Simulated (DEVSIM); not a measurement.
Device: Cr/SiO2/n-Si capacitor, at 300 K.

Layer 1 from the left is SiO2, thickness (nm) 26.0. Layer 2 from the left is Si, thickness (nm) 400, Nd (cm⁻³) 2.1e18.

Metal gate on the left, work function 4.5 eV. Fixed charge at the semiconductor interface 9.3e10 cm⁻² (in units of +e); no interface traps.

Constants are typed, rounded textbook-type inputs, not results; the design itself was drawn at random and stands for no fabricated device. Values at 300 K.

SiO2: gap (eV) 9, affinity (eV) 0.9, permittivity 3.9. Si: gap (eV) 1.124, affinity (eV) 4.05, permittivity 11.7, Nc (cm⁻³) 2.86e19, Nv (cm⁻³) 3.1e19.

DEVSIM, 1D Poisson equation in equilibrium, Boltzmann statistics, complete ionisation; no quantum confinement or tunnelling. Metal contacts follow the ideal Schottky-Mott rule: no Fermi-level pinning, no interface dipoles.

Problem. What does the simulation give for the minimum of the low-frequency capacitance, the flat-band voltage?

Solution. minimum of the low-frequency capacitance 0.103 μF/cm²; flat-band voltage 0.27 V.
